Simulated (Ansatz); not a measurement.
Base system: InAs in the zinc blende structure (space group F-43m, No. 216).

```
CELL_PARAMETERS angstrom
      0.00000     3.05467     3.05467
      3.05467     0.00000     3.05467
      3.05467     3.05467     0.00000
ATOMIC_POSITIONS crystal
  As 0.25000 0.25000 0.25000
  In 0.00000 0.00000 0.00000
```

Cartesian axes are those of the cell as printed.

Level of theory: r2SCAN, PAW, 500 eV (Ansatz, a program for electronic structure; no SOC).

Strains are applied to the cell and any free atomic positions relax; under biaxial strain the out-of-plane vector relaxes too; under stress the whole cell relaxes.

One change was made to it. Results:

| quantity | base | after |
|---|---|---|
| band gap | 0.08 eV | zero |
| energy relative to the base (free energy F) | 0 meV/atom | +32 meV/atom |

Task: What was done to the base?
(A) uniaxial stress, 8 GPa tension along z
(B) isotropic strain +4.47 %
(C) isotropic strain +2.79 %
(D) biaxial strain −0.20 %, plane normal [110], relaxed out of plane

Result: C, isotropic strain +2.79 %. For comparison, the energy relative to the base in the other runs: biaxial strain −0.20 %, plane normal [110], relaxed out of plane gives +0.1 meV/atom; uniaxial stress, 8 GPa tension along z gives +85 meV/atom; isotropic strain +4.47 % gives +78 meV/atom.

A case with no gap was solved on a k-mesh chosen for an insulator, which is coarse for it. Beyond what the load breaks, stability against distortions was not tested. The final runs are not spin-polarised. The zero or small gap of InAs can change with the level of theory.
